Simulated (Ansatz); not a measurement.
**wurtzite BN (P6_3mc) under biaxial stress in the basal plane: levels of theory**

```cif
data_B2N2
_chemical_formula_sum 'B2 N2'
_space_group_name_H-M_alt 'P 1'
_space_group_IT_number 1
_cell_length_a 2.54101
_cell_length_b 2.54101
_cell_length_c 4.20329
_cell_angle_alpha 90.000
_cell_angle_beta 90.000
_cell_angle_gamma 120.000
loop_
_space_group_symop_operation_xyz
  'x, y, z'
loop_
_atom_site_label
_atom_site_type_symbol
_atom_site_fract_x
_atom_site_fract_y
_atom_site_fract_z
_atom_site_occupancy
B1 B 0.33333 0.66667 0.00027 1
B2 B 0.66667 0.33333 0.50027 1
N1 N 0.33333 0.66667 0.37473 1
N2 N 0.66667 0.33333 0.87473 1
```

Geometry: cell and atoms relaxed with PBEsol, then loaded (compression positive). Ansatz (a quantum-chemistry and plane-wave program) gave the bands at 2 levels on these cells.

```tsv
Level	gap at -18.00 GPa (eV)	gap unloaded (eV)	gap at 18.00 GPa (eV)
PBE	5.336	5.192	5.031
r2SCAN	5.877	5.737	5.581
```

Q: Which carries over between levels, the gap or its change?

A: Changes against zero load: PBE 0.144 and -0.161 eV; r2SCAN 0.140 and -0.156 eV. The unloaded gaps spread over 0.545 eV and the shifts over 0.005 eV, so the levels agree better on the shift. Adding the shifts of PBE to the unloaded gap of r2SCAN gives 5.881 and 5.576 eV, against 5.877 and 5.581 eV computed.

 Gaps are resolved to about 0.01 eV; the mean electron masses of the levels agree within half at each load. Every relaxation keeps the wurtzite phase, so a transition, a distortion that breaks the symmetry or fracture can't show. Wurtzite isn't the common bulk form of this compound.
